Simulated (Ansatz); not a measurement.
**AlP: carrier doping**

Take AlP in the zinc blende structure (space group F-43m, No. 216) as the base.

```
AlP
1.0
    0.00000     2.75367     2.75367
    2.75367     0.00000     2.75367
    2.75367     2.75367     0.00000
P Al
1 1
Cartesian
  1.37684   1.37684   1.37684
  0.00000   0.00000   0.00000
```

Carriers are added at fixed cell with a uniform background; the Fermi–Dirac width is that of 300 K.

Method: PBE, PAW, 420 eV (Ansatz, a first-principles code; no spin-orbit coupling), earlier PAW set.

Notes on the quantities. Fermi level from band edge: Fermi level relative to the doped band's edge (positive inside the band; to 0.05 eV).

| variant | Fermi level from band edge | gap between the host's bands |
|---|---|---|
| undoped | – | 1.63 eV |
| electrons 7.0×10^20 cm⁻³ | +0.30 eV | 1.62 eV |
| electrons 1.5×10^21 cm⁻³ | ? | ? |
| electrons 2.0×10^21 cm⁻³ | +0.55 eV | 1.59 eV |
| electrons 5.0×10^21 cm⁻³ | +0.95 eV | 1.54 eV |
| holes 7.0×10^20 cm⁻³ | +0.10 eV | 1.66 eV |
| holes 1.5×10^21 cm⁻³ | +0.20 eV | 1.69 eV |
| holes 2.0×10^21 cm⁻³ | +0.25 eV | 1.71 eV |
| holes 5.0×10^21 cm⁻³ | +0.40 eV | 1.82 eV |

Question: Some entries are withheld; estimate them.

Answer: 
- electrons 1.5×10^21 cm⁻³, Fermi level from band edge: +0.50 eV
- electrons 1.5×10^21 cm⁻³, gap between the host's bands: 1.60 eV

Charged cell with a jellium background: band edges are those of the host's band count, energies are not comparable with the neutral cell, and many-body gap narrowing is missing. Stability against distortions was not tested.
